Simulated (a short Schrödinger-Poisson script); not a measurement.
Stack: MOS inversion layer, SiO2 on p-type InP, at 400 K.

| layer | material | thickness (nm) | Na (cm⁻³) |
|---|---|---|---|
| 1 | SiO2 | 2.2 | - |
| 2 | InP | 920 | 2.7e17 |

The device is made up for the run: typed textbook-type constants, with dimensions and the other settings drawn at random. SiO2: permittivity 3.9, conduction-band edge (eV) 3.48, gap (eV) 9, electron mass (mₑ) 0.5. InP: permittivity 12.5, conduction-band edge (eV) 0, gap (eV) 1.344, Nv at 300 K (cm⁻³) 1.1e19.

Channel valleys (confinement mass, in-plane density-of-states mass, number): Γ 0.08, 0.08, 1. At the gate the conduction-band edge of layer 1 lies 3.9 eV − eVg above the Fermi level of the channel; the field vanishes at the back. Gaps are held at their typed values at every temperature. Mesh 0.03 nm at interfaces.

Solved with a short Schrödinger-Poisson script written for these runs: 1D Poisson equation in equilibrium, electrons classical, Fermi-Dirac, parabolic valleys, classical holes, full ionisation, no traps, pinning or gate leakage.

The same stack at other levels of the model or other numerical settings:

| run | sheet density of all electrons at Vg = 2.1 V (cm⁻²) | sheet density of all electrons at Vg = 0.9 V (cm⁻²) | capacitance at Vg = 2.1 V (μF/cm²) | centroid of the channel electrons at Vg = 2.1 V (nm) | rough cost against the base |
|---|---|---|---|---|---|
| base | 8.92e12 | 1.10e12 | 1.12 | 2.11 | about 1 |
| electrons treated as classical, Boltzmann | 1.21e13 | 1.51e12 | 1.49 | 0.54 | 0.2 |
| electrons treated as quantum, Hartree | 7.75e12 | 6.00e11 | 1.04 | [?] | 3 |
| electrons treated as quantum, Hartree plus LDA exchange-correlation | 7.95e12 | [?] | 1.05 | [?] | 5 |
| mesh six times as coarse | 8.84e12 | 1.08e12 | 1.11 | 2.18 | 0.3 |

Q: Fill in the missing entries.

A: 
- electrons treated as quantum, Hartree plus LDA exchange-correlation, centroid of the channel electrons at Vg = 2.1 V (nm): 3.19
- electrons treated as quantum, Hartree, centroid of the channel electrons at Vg = 2.1 V (nm): 3.26
- electrons treated as quantum, Hartree plus LDA exchange-correlation, sheet density of all electrons at Vg = 0.9 V (cm⁻²): 6.65e11

The classical rows ignore confinement, and Boltzmann statistics overrate the density once the band edge passes the Fermi level.

Above a few 1e12 electrons/cm² a light Γ valley is non-parabolic and upper valleys begin to fill, which the model leaves out.
